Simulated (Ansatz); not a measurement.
Ansatz (an electronic-structure program) run on LaCoSi₂ (Cmcm, 8 atoms in the cell): zone-centre phonon calculation.

Level of theory: LDA (PW92), default PAW files made with PBE (plane waves; Ansatz).

```
CELL_PARAMETERS angstrom
      2.12634    -8.31888     0.00000
      2.12634     8.31888     0.00000
      0.00000     0.00000     4.10450
ATOMIC_POSITIONS crystal
  La 0.60858 0.39142 0.75000
  La 0.39142 0.60858 0.25000
  Co 0.81844 0.18156 0.75000
  Co 0.18156 0.81844 0.25000
  Si 0.95629 0.04371 0.75000
  Si 0.04371 0.95629 0.25000
  Si 0.24957 0.75043 0.75000
  Si 0.75043 0.24957 0.25000
```

Reference input (self-consistent single point, DFT, LDA (PW92), plane waves, default PAW files made with PBE): basis.ecutwfc = 420 eV; kpoints.mp_grid.grid = 6 6 6; hamiltonian.xc = lda; hamiltonian.pseudopotentials = {kind: paw} (the program's default PAW files); scf.occupations.method = gaussian; scf.occupations.width = 0.1 eV. This run's input differs from it in these lines:

```diff
@@ -23,6 +23,5 @@
   occupations: { method: gaussian, width: 0.1 }
-output:
-  forces: true
-  eigenvalues: true
-  stress: true
+  convergence: { dr2_threshold: 1.0e-03 eV }
+phonons:
+  method: dfpt
```

The program printed (abridged):

```
SCF iter   1: F=—  HF=-24718.711053 eV  |F-HF|=—  |Δ(HF+E_count)|=         —  Δρ=5.97e-3  dr2=1.30e-1  ethr=1.77e-3  ⟨swp⟩=7.2  Hψ=9952  notcnv=0
all-band conjugate gradients solve this SCF's bands
preconditioner: auto → Kerker (q_TF=auto, 2.427 Å⁻¹)
SCF iter   2: F=—  HF=-24718.699036 eV  |F-HF|=—  |Δ(HF+E_count)|=   1.20e-2  Δρ=3.40e-3  dr2=5.26e-2  ethr=1.81e-4  ⟨swp⟩=2.6  Hψ=4029  notcnv=0  defer=135
SCF iter   3: F=—  HF=-24718.691056 eV  |F-HF|=—  |Δ(HF+E_count)|=   7.98e-3  Δρ=2.16e-3  dr2=7.40e-3  ethr=7.30e-5  ⟨swp⟩=2.5  Hψ=3689  notcnv=0  defer=135
SCF iter   4: F=—  HF=-24718.690424 eV  |F-HF|=—  |Δ(HF+E_count)|=   6.32e-4  Δρ=3.60e-4  dr2=2.62e-4  ethr=1.03e-5  ⟨swp⟩=2.1  Hψ=3267  notcnv=0  defer=136
SCF iter   5: F=—  HF=-24718.690380 eV  |F-HF|=—  |Δ(HF+E_count)|=   4.44e-5  Δρ=1.59e-4  dr2=6.59e-5  ethr=3.64e-7  ⟨swp⟩=2.0  Hψ=3224  notcnv=0  defer=136
SCF iter   6: F=-24718.690366 eV  HF=-24718.690368 eV  |F-HF|=2.34e-6  |Δ(HF+E_count)|=   1.20e-5  Δρ=4.26e-5  dr2=3.28e-6  ethr=9.16e-8  ⟨swp⟩=19.3  Hψ=25014  notcnv=0
SCF 1 converged in 6 iterations: F = -24718.690366 eV  dr2 = 3.28e-6
DFPT response loops at Γ: preconditioner auto → Kerker (q_TF=auto, 2.427 Å⁻¹) (partly filled bands, converged f_vac=0.000) …
Free energy (F): -24718.690366 eV
Internal energy: -24718.663680 eV  (E = F + TS)
E sigma→0 (E₀):  -24718.677023 eV
Entropy (-TS):   -0.026685 eV (-3.336 meV/atom)
Fermi energy:    11.851337 eV
--- Phonons (Γ-DFPT): 12 representative perturbations + reference, on 52 of 216 k-points (Σ response iterations 36) ---
  k mesh reduced under 4 symmetry operations, with k and −k counted as one. Each operation leaves every solved displacement unchanged or reverses it
  ASR residual: 3.920e-2 → 0.000e0 eV/Å²; symmetrization residual: 6.271e-7 eV/Å²
  ASR residual per site (eV/Å²): 9.47e-3 9.47e-3 3.92e-2 3.92e-2 4.61e-3 4.61e-3 1.11e-2 1.11e-2
  Γ frequencies (cm⁻¹): 0.00 0.00 0.00 73.53 90.53 103.50 111.27 113.36 118.08 121.71 149.06 204.42 207.92 212.20 213.23 224.38 258.52 258.97 279.64 293.34 294.75 307.58 309.48 356.56
  non-analytic LO–TO correction: not included (Born effective charges unavailable; polar crystals: no LO–TO splitting at Γ)
```

The run converged in 6 iterations. 

Summary of the result:
| Property | Value |
|---|---|
| Free energy E − TS (on the zero of these files) | -24718.6904 eV |
| Fermi level (on the code's own zero) | 11.85 eV |
| Zone-centre frequencies (cm⁻¹; negative means imaginary) | 0, 0, 0, 74, 91, 104, 111, 113, 118, 122, 149, 204, 208, 212, 213, 224, 259, 259, 280, 293, 295, 308, 309, 357 |

The starting cell comes from a database of computed structures (which also holds hypothetical and non-ambient phases and stackings), without a prior relaxation at this level. Its lattice was rescaled by up to half a per cent. Spin polarisation is off.

Cost on one core of a shared machine: roughly 10 min.

Keys are those of Ansatz 0.2.
